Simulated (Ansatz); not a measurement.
For CsSnBr3 (Pm-3m, No. 221, 5 atoms in the cell; start mp-27214), PBE-D3(BJ) (Ansatz, a quantum-chemistry and plane-wave program, PAW) gives:

```
Item                       Value
------------------  ------------
lattice constant a       5.816 Å
cohesive energy     3.06 eV/atom
```

Task: What does HSE06 (PAW; Ansatz) give for the same quantities?

Result: 
- lattice constant a: 5.869 Å (rises by 0.9 %)
- cohesive energy: 2.79 eV/atom (falls by 0.27 eV/atom)

Changes are worked out from the printed values.

Unless a cell is named, each level is at its own relaxed cell (PBE-D3(BJ) 39.35, HSE06 40.43 Å³/atom).

Levels without +SOC leave out spin–orbit coupling, which shifts energies and cells of such heavy elements.

Caveats: the relaxation could not lower the start's symmetry, so the cell can be a saddle point above a distorted one (PBE-D3(BJ), HSE06). Ansatz's density-functional and Hartree–Fock values are scalar-relativistic unless marked +SOC, with PAW data made under PBE.

A start named mp-… is a Materials Project structure, which need not be a measured phase.
